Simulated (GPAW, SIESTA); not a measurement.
A GPAW input for a self-consistent single point of Co (P6_3/mmc, 4 atoms in the cell) (DFT PBE, plane waves, GPAW PAW datasets PBE (gpaw-data 1.0.1)):

```python
from ase import Atoms
from ase.units import GPa
from gpaw import GPAW

atoms = Atoms(['Co', 'Co', 'Co', 'Co'],
              cell=[[2.466360, 0.000000, 0.000000],
                    [-1.233180, 2.135931, 0.000000],
                    [0.000000, 0.000000, 8.074480]],
              positions=[[0.000000, 0.000000, 0.000000],
                         [0.000000, 0.000000, 4.037240],
                         [-0.000001, 1.423955, 2.018620],
                         [1.233181, 0.711976, 6.055860]],
              pbc=True)

atoms.set_initial_magnetic_moments([3.0, 3.0, 3.0, 3.0])

calc = GPAW(spinpol=True,
            mode={'name': 'pw', 'ecut': 850},
            xc='PBE',
            kpts={'size': (14, 14, 4), 'gamma': True},
            occupations={'name': 'fermi-dirac', 'width': 0.1},
            nbands=-10,
            convergence={'density': 1e-05, 'energy': 1e-05},
            symmetry={'symmorphic': False, 'tolerance': 0.0005},
            maxiter=100)

atoms.calc = calc

energy = atoms.get_potential_energy()
print('Energy (eV):', round(energy, 6))
forces = atoms.get_forces()
print('Forces (eV/Ang):')
print(forces.round(5))
stress = atoms.get_stress()
print('Stress (GPa, Voigt):', (stress / GPa).round(4))
```

Q: Translate this input to SIESTA.

A: This is the input that was run; spellings and numerical settings could be chosen otherwise.

```
# files in the folder: Co.psml (PseudoDojo PBE standard)
SystemName  Co
SystemLabel siesta

NumberOfAtoms                4
NumberOfSpecies              1
%block ChemicalSpeciesLabel
  1 27 Co
%endblock ChemicalSpeciesLabel
LatticeConstant              1.0 Ang
%block LatticeVectors
     2.466360000    0.000000000    0.000000000
    -1.233180000    2.135931000    0.000000000
     0.000000000    0.000000000    8.074480000
%endblock LatticeVectors
AtomicCoordinatesFormat      Ang
%block AtomicCoordinatesAndAtomicSpecies
     0.000000000    0.000000000    0.000000000  1
     0.000000000    0.000000000    4.037240000  1
    -0.000001233    1.423954712    2.018620000  1
     1.233181233    0.711976288    6.055860000  1
%endblock AtomicCoordinatesAndAtomicSpecies

XC.functional                GGA
XC.authors                   PBE
PAO.BasisSize                DZP
PAO.EnergyShift              0.01 Ry
MeshCutoff                   300 Ry
%block kgrid.MonkhorstPack
   14   0   0  0.0
    0  14   0  0.0
    0   0   4  0.0
%endblock kgrid.MonkhorstPack
OccupationFunction           FD
ElectronicTemperature        100.0 meV
Spin                         polarized
%block DM.InitSpin
  1 +3.00
  2 +3.00
  3 +3.00
  4 +3.00
%endblock DM.InitSpin

MaxSCFIterations             150
SCF.Mixer.Method             Pulay
SCF.Mixer.Weight             0.1
SCF.Mixer.History            8
SCF.DM.Tolerance             1.0E-04
Diag.ParallelOverK           true
WriteForces                  true
Charge.Mulliken              end
```

Basis settings and potentials, where a program has them, do not carry over. This input uses DFT, GGA PBE, numerical atomic orbitals DZP, PseudoDojo PBE standard norm-conserving potentials (rewritten from UPF to PSML). Both were run: pressure 6.54 GPa in GPAW and -4.07 in SIESTA; size of the net moment 1.61 μB/atom in GPAW and 1.63 in SIESTA.

On SIESTA: the starting cell comes from a database of computed structures (which also holds hypothetical and non-ambient phases and stackings), without a prior relaxation at this level. Its lattice was rescaled by a random factor within 2.5 % of one. The magnetic order is the one reached from the typed start; others were not searched systematically. Values carry the incompleteness of an atom-centred basis. With a pressure of about -4 GPa the cell is away from its equilibrium volume at this level.

On GPAW: the starting cell comes from a database of computed structures (which also holds hypothetical and non-ambient phases and stackings), without a prior relaxation at this level. Its lattice was rescaled by a random factor within 2.5 % of one. The magnetic order is the one reached from the typed start; others were not searched systematically. With a pressure of about 7 GPa the cell is away from its equilibrium volume at this level.
